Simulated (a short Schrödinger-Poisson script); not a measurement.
Structure: MOS inversion layer, SiO2 on p-type Si(100), at 300 K.

```
layer  material  thickness (nm)  Na (cm⁻³)
-----  --------  --------------  ---------
1          SiO2             3.3          -
2            Si             320     1.8e18
```

Constants are typed, rounded textbook-type inputs, not results; the design itself was drawn at random and stands for no fabricated device. SiO2: permittivity 3.9, conduction-band edge (eV) 3.15, gap (eV) 9, electron mass (mₑ) 0.5. Si: permittivity 11.7, conduction-band edge (eV) 0, gap (eV) 1.124, Nv at 300 K (cm⁻³) 3.1e19.

Channel valleys (confinement mass, in-plane density-of-states mass, number): Δ2 0.916, 0.19, 2; Δ4 0.19, 0.417, 4. At the gate the conduction-band edge of layer 1 lies 3.76 eV − eVg above the Fermi level of the channel; the field vanishes at the back. Gaps are held at their typed values at every temperature. Mesh 0.03 nm at interfaces.

From a short Schrödinger-Poisson script (our own, NumPy): 1D Poisson equation in equilibrium, electrons quantum, Hartree (BenDaniel-Duke, 12 states a valley, the channel's in-plane mass for all, wave functions ending at the dielectric), parabolic valleys, classical holes, full ionisation, no traps, pinning or gate leakage.

At Vg = 3.6 V the centroid of the electrons lies 1.12 nm from the interface.

**Question.** Estimate the gate capacitance as the dielectric in series with that distance, and compare.

**Answer.** The dielectric alone has 1.05 μF/cm²; in series with 1.12 nm of the channel's permittivity, 0.940 μF/cm²; the run gives 0.943 μF/cm². The estimate leaves out the density-of-states capacitance and the centroid's move with voltage.
